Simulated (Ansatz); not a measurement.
**Input and output of a self-consistent single point for Ir (Fm-3m, 1 atom in the cell) (Ansatz, a quantum-chemistry and plane-wave program)**

Method of the run: PBE (plane waves, PAW; Ansatz).

Input as run:

Ansatz 0.2 input:
```yaml
# Ir
crystal:
  lattice:
    - [0.000000, 1.910400, 1.910400]
    - [1.910400, 0.000000, 1.910400]
    - [1.910400, 1.910400, 0.000000]
  atoms:
    - { symbol: Ir, position_ang: [0.000000, 0.000000, 0.000000] }
basis:
  ecutwfc: 420.0
kpoints:
  mp_grid: { grid: [15, 15, 15] }
hamiltonian:
  xc: pbe
  pseudopotentials: { kind: paw }
scf:
  occupations: { method: gaussian, width: 0.1 }
output:
  forces: true
  eigenvalues: true
  stress: true
```

Output (repeated stretches shortened):

```
WARN ansatz: RAYON_NUM_THREADS=1 ignored (pool sized by the plan → 1); use --threads N
Pseudopotentials: kind: paw
Pseudopotential: Ir, paw, valence charge 17
Crystal: 1 atoms, lattice volume = 13.944 Å³
Basis set: ecut = 420 eV, 283 PW (Γ), exchange–correlation on 40×40×40 points (8 copies of the dense FFT grid, shifted against one another)
Bands: 13, of which v1, the nominal top of the filled ones, is band 9 counted from 1 (8 counted from 0)
Symmetry: 48 space group operations
Space group: Fm-3m (ITA 225), of the structure as read, at distance tolerance 2.4e-5 Å
k-points: 120 of 3375
Initial density: superposition of atomic densities (neutral atoms: chi_scale 0, normalization atom), corrected by the library's trained network
Initial wavefunctions: pseudopotential atomic-orbital guess
Eigensolver: davidson
Functional: x = pbe(κ = 0.804, μ = 0.2195149727645171), c = pbe(β = 0.06672455060314922)
SCF iter   1: F=—  HF=-11935.292123 eV  |F-HF|=—  |Δ(HF+E_count)|=         —  Δρ=4.00e-3  dr2=3.19e-4  ethr=1.77e-3  ⟨swp⟩=5.0  Hψ=7875  notcnv=0
all-band conjugate gradients solve this SCF's bands
preconditioner: auto → none
SCF iter   2: F=—  HF=-11935.292753 eV  |F-HF|=—  |Δ(HF+E_count)|=   6.29e-4  Δρ=2.06e-3  dr2=8.21e-5  ethr=1.88e-6  ⟨swp⟩=2.3  Hψ=3208  notcnv=0
SCF iter   3: F=—  HF=-11935.293031 eV  |F-HF|=—  |Δ(HF+E_count)|=   2.78e-4  Δρ=3.82e-4  dr2=1.70e-5  ethr=4.83e-7  ⟨swp⟩=2.0  Hψ=2065  notcnv=0
SCF iter   4: F=—  HF=-11935.293027 eV  |F-HF|=—  |Δ(HF+E_count)|=   4.00e-6  Δρ=7.33e-5  dr2=4.96e-7  ethr=9.97e-8  ⟨swp⟩=2.3  Hψ=2125  notcnv=0
iter 5 did not close the SCF: its close was put off for the readings that it lacked (scf_convergence_deferred on its scf_iter line)
SCF iter   5: F=-11935.293027 eV  HF=-11935.293027 eV  |F-HF|=1.36e-8  |Δ(HF+E_count)|=   1.14e-7  Δρ=2.41e-5  dr2=3.97e-8  ethr=2.92e-9  ⟨swp⟩=2.4  Hψ=2016  notcnv=0
SCF iter   6: F=-11935.293027 eV  HF=-11935.293027 eV  |F-HF|=4.73e-11  |Δ(HF+E_count)|=   6.55e-9  Δρ=9.37e-7  dr2=5.88e-11  ethr=2.34e-10  ⟨swp⟩=3.2  Hψ=5429  notcnv=0
SCF 1 converged in 6 iterations: F = -11935.293027 eV  dr2 = 5.88e-11
SCF converged after 6 iterations
Free energy (F): -11935.293027 eV
Harris-Foulkes:  -11935.293027 eV  (|F-HF|=4.73e-11)
Internal energy: -11935.288002 eV  (E = F + TS)
E sigma→0 (E₀):  -11935.290514 eV
Entropy (-TS):   -0.005025 eV (-5.025 meV/atom)
Fermi energy:    26.359448 eV
--- Per-component energies (eV) ---
  E_band       = -75.566061
  E_kinetic    = 624.208638
  E_local      = -1046.959327  (includes V_loc(G=0)·N_el)
  E_nonlocal   = 72.635659
  E_hartree    = 403.681880
  E_xc         = -268.517708
  E_vxc        = -300.845873  (∫ρ·V_xc dr)
  E_paw        = -9223.492000  (= ΣΔE_a)
  E_vpaw       = -231.969235  (= ΣTr[D̂ρ^β])
  E_aug_tail   = 0.000053  (compensation charges beyond the density's cutoff)
  E_ewald      = -2496.845197
  E_smearing   = -0.005025  (= −TS)
  E_closure    = -0.000000  (closes the sum)
  Σ components = -11935.293027   (vs F -11935.293027, Δ=0.00e0)
--- Forces (eV/Å), atoms counted from 1 ---
  atom   1  Ir    -0.00000000     0.00000000     0.00000000
  max |Σ_I F_I| component: 1.64e-32 eV/Å
--- Stress (GPa, compression-positive) ---
       14.824621       0.000000       0.000000
        0.000000      14.824621      -0.000000
        0.000000       0.000000      14.824621
  P = ⅓ Tr σ = 14.8246 GPa (148.246 kbar)
  The stress holds the Pulay correction. Without it, at fixed plane waves, as pw.x and ABINIT print it: P = 14.7327 GPa
--- Band table (eV; the first three rows and the last of 120) ---
  k-point 0: bands = ["-66.6225", "-23.0909", "-23.0909", "-23.0909", "15.0189", "22.3200", "22.3200", "22.3200", "25.0766", "25.0766", "39.8556", "45.4496", "45.4496"]
  k-point 1: bands = ["-66.6194", "-23.1283", "-23.0960", "-23.0960", "15.2206", "22.2112", "22.4069", "22.4069", "25.0192", "25.0192", "40.2062", "44.5552", "45.7872"]
  k-point 2: bands = ["-66.6108", "-23.2335", "-23.1104", "-23.1104", "15.7937", "21.9539", "22.6172", "22.6172", "24.9166", "24.9166", "41.1199", "42.9021", "46.7609"]
  k-point 119: bands = ["-66.5287", "-23.6612", "-23.6236", "-23.3972", "19.8939", "20.9688", "21.6462", "24.4999", "27.7125", "33.9707", "35.2042", "36.2498", "39.9764"]
```

The run converged in 6 iterations.

The starting cell has typed, rounded lattice constants, without a prior relaxation at this level. Its lattice was rescaled by up to half a per cent. Spin-orbit coupling is off. Spin polarisation is off. With a pressure of about 15 GPa the cell is away from its equilibrium volume at this level. Ansatz's pressure includes its estimate of the finite-basis (Pulay) stress.
